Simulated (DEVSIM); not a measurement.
Structure: Pd/La2O3/SiO2/p-Si capacitor, at 250 K.

| layer (left to right) | material | thickness (nm) | Na (cm⁻³) |
|---|---|---|---|
| 1 | La2O3 | 24.0 | - |
| 2 | SiO2 | 1.30 | - |
| 3 | Si | 850 | 4.6e17 |

Metal gate on the left, work function 5.2 eV. Fixed charge at the semiconductor interface 9e10 cm⁻² (in units of +e); interface traps 5.5e10 cm⁻² eV⁻¹, uniform in energy, neutral level at 0.7 of the gap above the valence band.

This is a model device: material constants are rounded textbook-type values typed into the input, and sizes, dopings and lifetimes were drawn at random. Values at 300 K; Nc and Nv go as T^1.5, mobilities as T to minus their exponent, the gap by Varshni's rule with the affinity fixed.

```tsv
parameter	La2O3	SiO2	Si
gap (eV)	5.8	9	1.124
affinity (eV)	1.8	0.9	4.05
permittivity	27	3.9	11.7
Nc (cm⁻³)	-	-	2.86e19
Nv (cm⁻³)	-	-	3.1e19
Varshni α (eV/K)	-	-	0.000473
Varshni β (K)	-	-	636
```

Simulated with DEVSIM: 1D Poisson equation in equilibrium, Boltzmann statistics, complete ionisation; no quantum confinement or tunnelling. Metal contacts follow the ideal Schottky-Mott rule: no Fermi-level pinning, no interface dipoles.

The gate work function was swept, all else fixed.

```tsv
gate work function (eV)	flat-band voltage (V)	threshold voltage (band bending 2φF) (V)
4.9	-0.23	1.28
5.05	-0.08	1.43
5.2	0.07	1.58
5.35	0.22	1.73
5.5	0.37	1.88
```

From the first row to the last the flat-band voltage goes from -0.23 to 0.37. From the first row to the last the threshold voltage (band bending 2φF) goes from 1.28 to 1.88.
